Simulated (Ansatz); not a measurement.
A self-consistent single point of AgSb (Fm-3m, 2 atoms in the cell) with Ansatz (a program for electronic structure).

Level of theory: PBE (plane waves, PAW; Ansatz).

The change in words: lattice scaled by 1.03. Reference geometry:
```xyz
2
Lattice="0.0000 3.0489 3.0489 3.0489 0.0000 3.0489 3.0489 3.0489 0.0000" Properties=species:S:1:pos:R:3 pbc="T T T"
Sb     0.0000     0.0000     0.0000
Ag     3.0489     3.0489     3.0489
```

Reference input (self-consistent single point, DFT, PBE, plane waves, default PAW files): basis.ecutwfc = 420 eV; kpoints.mp_grid.grid = 8 8 8; hamiltonian.xc = pbe; hamiltonian.pseudopotentials = {kind: paw} (the program's default PAW files); scf.occupations.method = gaussian; scf.occupations.width = 0.05 eV. This run's input differs from it in these lines:

```diff
@@ -2,5 +2,5 @@
   lattice:
-    - [0.000000, 3.048877, 3.048877]
-    - [3.048877, 0.000000, 3.048877]
-    - [3.048877, 3.048877, 0.000000]
+    - [0.000000, 3.140343, 3.140343]
+    - [3.140343, 0.000000, 3.140343]
+    - [3.140343, 3.140343, 0.000000]
   atoms:
```

Log, with long lists cut:

```
SCF iter   1: F=—  HF=-14074.241752 eV  |F-HF|=—  |Δ(HF+E_count)|=         —  Δρ=1.06e-3  dr2=5.75e-4  ethr=1.77e-3  ⟨swp⟩=5.3  Hψ=2708  notcnv=0
all-band conjugate gradients solve this SCF's bands
preconditioner: auto → LDOS
SCF iter   2: F=—  HF=-14074.241675 eV  |F-HF|=—  |Δ(HF+E_count)|=   7.66e-5  Δρ=6.61e-4  dr2=2.08e-4  ethr=1.69e-6  ⟨swp⟩=3.0  Hψ=1468  notcnv=0  defer=1
SCF iter   3: F=—  HF=-14074.241634 eV  |F-HF|=—  |Δ(HF+E_count)|=   4.08e-5  Δρ=2.85e-4  dr2=4.67e-5  ethr=6.13e-7  ⟨swp⟩=2.0  Hψ=1075  notcnv=0  defer=3
SCF iter   4: F=—  HF=-14074.241629 eV  |F-HF|=—  |Δ(HF+E_count)|=   5.51e-6  Δρ=8.27e-5  dr2=5.19e-6  ethr=1.37e-7  ⟨swp⟩=2.0  Hψ=736  notcnv=0  defer=3
SCF iter   5: F=—  HF=-14074.241628 eV  |F-HF|=—  |Δ(HF+E_count)|=   1.20e-6  Δρ=2.01e-5  dr2=2.22e-7  ethr=1.53e-8  ⟨swp⟩=2.0  Hψ=970  notcnv=0  defer=3
SCF iter   6: F=-14074.241628 eV  HF=-14074.241628 eV  |F-HF|=2.83e-9  |Δ(HF+E_count)|=   3.06e-8  Δρ=2.51e-6  dr2=2.56e-9  ethr=2.94e-10  ⟨swp⟩=6.7  Hψ=2641  notcnv=0
SCF 1 converged in 6 iterations: F = -14074.241628 eV  dr2 = 2.56e-9
Free energy (F): -14074.241628 eV
Internal energy: -14074.239869 eV  (E = F + TS)
E sigma→0 (E₀):  -14074.240748 eV
Entropy (-TS):   -0.001759 eV (-0.879 meV/atom)
Fermi energy:    8.166306 eV
--- Forces (eV/Å), atoms counted from 1 ---
  atom   1  Sb    -0.00000000     0.00000000    -0.00000000
  atom   2  Ag     0.00000000    -0.00000000    -0.00000000
--- Stress (GPa, compression-positive) ---
       -8.540626       0.000000      -0.000000
        0.000000      -8.540626      -0.000000
       -0.000000      -0.000000      -8.540626
  P = ⅓ Tr σ = -8.5406 GPa (-85.406 kbar)
  The stress holds the Pulay correction. Without it, at fixed plane waves, as pw.x and ABINIT print it: P = -8.5756 GPa
```

The run converged in 6 iterations. Against the reference run the free energy goes up by 128 meV/atom and the pressure goes from -6.91 to -8.54 GPa.

The starting cell was generated: these elements placed on a structure prototype, without a prior relaxation; it need not be a known phase or ordering of this composition. For this run, on top of that: lattice scaled by 1.03. Spin-orbit coupling is off. Ansatz's pressure includes its estimate of the finite-basis (Pulay) stress. The run gives no clean gap (levels at the Fermi energy touch, overlap or are partly filled at this smearing), which alone does not show that the compound is a metal.

Keys are those of Ansatz 0.2.
